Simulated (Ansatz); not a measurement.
AlB2-type HfB2 was calculated with r²SCANh in Ansatz (PAW).

Run with plane-wave cutoff 520 eV, 12×12×8 k mesh (along the axes of the cell as run), Fermi–Dirac smearing 0.05 eV, scalar-relativistic PAW data made under PBE.

Computed at the level's own relaxed cell.

Predict the lattice constant a and c axis length.


- lattice constant a: 3.133 Å
- c axis length: 3.479 Å

Measured, for comparison: lattice constant a 3.14 Å, lattice parameter c 3.48 Å (temperature not stated, copied from a table, unchecked, not corrected to a static lattice; as tabulated in Journal of Nuclear Materials 21, 14 (1967)). Computed (rounded) less measured: lattice constant a not scored (unchecked), lattice parameter c not scored (unchecked).

Spin–orbit coupling is not included.

It cost around 90 core-minutes (rough) of CPU time.

Ansatz is a program for electronic structure.
